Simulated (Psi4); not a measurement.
Psi4 1.11, WB97X/def2-svp: Mo(F)5(OMe) (C[O][Mo]([F])([F])([F])([F])[F]), 11 atoms. The geometry is a generated start, not checked to be a minimum at this level.

```yaml
task: energy
method: wb97x
basis: def2-svp
memory: 3 GB
maxiter: 100
keys_of_the_molecule_block: symmetry c1
scf_type: df (default)
e_convergence: 1e-06 (default)
d_convergence: 1e-06 (default)
dft_radial_points: 75 (default)
dft_spherical_points: 302 (default)
effective_core_potentials: those of the basis set, past Kr
basis_functions: 144
grid_points: 236801
```

```xyz
11

Mo    -0.2387    -0.3025     1.1283
F     -1.6594     0.7444     1.1977
F      0.7549     1.0061     1.7760
F      1.1549    -1.3889     1.1795
F     -0.5832    -0.7730     2.7871
F     -1.2602    -1.6467     0.6050
O      0.0990     0.1480    -0.4811
C      0.3776     0.4868    -1.7876
H     -0.5341     0.3915    -2.3902
H      0.7400     1.5221    -1.8348
H      1.1491    -0.1877    -2.1801
```

Charge 0 and multiplicity 1 are set for this test and not shown to be the ground state.

With the defaults (diis = true, scf_initial_accelerator = adiis, damping_percentage = 0, guess = auto, which took SAD, diis_max_vecs = 10) it converges in 10 SCF iterations. One run each on 2 threads, with these changes:
- scf_initial_accelerator = none
- guess = sapgau
- diis_max_vecs = 3
- guess = gwh
- scf_initial_accelerator = ediis
- damping_percentage = 20
- guess = sadno
- diis = false, scf_initial_accelerator = none, damping_percentage = 60
- guess = sap

**Question.** Which of these changes keep the SCF from converging, or lead it to another solution?

**Answer.** No convergence: diis = false, scf_initial_accelerator = none, damping_percentage = 60 (the run ends without SCF convergence in 100 iterations). The rest reach the solution of the defaults.

```csv
setting,SCF iterations,end
the defaults,10,same solution
scf_initial_accelerator = none,10,same solution
scf_initial_accelerator = ediis,10,same solution
guess = sadno,12,same solution
diis_max_vecs = 3,14,same solution
guess = sap,14,same solution
guess = gwh,15,same solution
guess = sapgau,15,same solution
damping_percentage = 20,18,same solution
"diis = false, scf_initial_accelerator = none, damping_percentage = 60",100,no convergence
```
